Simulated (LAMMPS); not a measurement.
MD of Al (fcc) with 10 % of Al sites Cu at zero pressure over temperature, 864 atoms; each row names its start.

Method: classical MD, pair style meam, file AlSiMgCuFe.meam; code LAMMPS.

```csv
"T (K), start",state,volume,enthalpy,"first peak of g(r), Al-Cu",coordination number of Al by Cu,D(Al),D(Cu)
"300, crystal",crystal; no diffusion seen in 30 ps,15.8568 ± 0.0003 Å³/atom,-3.3915 ± 0.0001 eV/atom,"2.78 Å, height 7.8",1.20 (counted to 3.38 Å),-,-
"680, crystal",crystal; no diffusion seen in 30 ps,16.1140 ± 0.0006 Å³/atom,-3.2911 ± 0.0003 eV/atom,"2.79 Å, height 5.9",1.21 (counted to 3.46 Å),-,-
"930, melt",liquid,17.22 ± 0.02 Å³/atom,-3.145 ± 0.001 eV/atom,"2.65 Å, height 3.7",0.95 (counted to 3.22 Å),(4.2 ± 0.2) × 10^-6 cm²/s,(5.7 ± 0.3) × 10^-6 cm²/s
"1120, melt",liquid,17.524 ± 0.006 Å³/atom,-3.0555 ± 0.0003 eV/atom,"2.63 Å, height 3.3",0.90 (counted to 3.18 Å),(2.87 ± 0.09) × 10^-5 cm²/s,(2.9 ± 0.2) × 10^-5 cm²/s
```

Caution (rows 300, crystal; 680, crystal): the random arrangement on this lattice is imposed, and need not be a phase that exists in equilibrium.

Caution (rows 680, crystal; 930, melt; 1120, melt): a run this short can hold a crystal over, or a liquid under, the potential's own melting point, which these runs don't give.

Caution (row 930, melt): enthalpy drifts during the constant-pressure average: a transition or slow ageing; fluctuation values are void.

States go by the mean squared displacement: a species diffuses where it passes 1.5 Å², still rises and gives D over 1e-6 cm²/s; a crystal has left its structure where atoms lie 0.35 Å off their sites on average or a cubic box changes its shape by 3 %, or the axial ratios of another lie 8 % off the starting cell's, which the potential's own relaxation can also do.

Errors of D are the spread over four groups of atoms in one short run; a floor of about 5 %, a picked value, is safer.

Uncertainties are statistical and leave out the potential's own error.
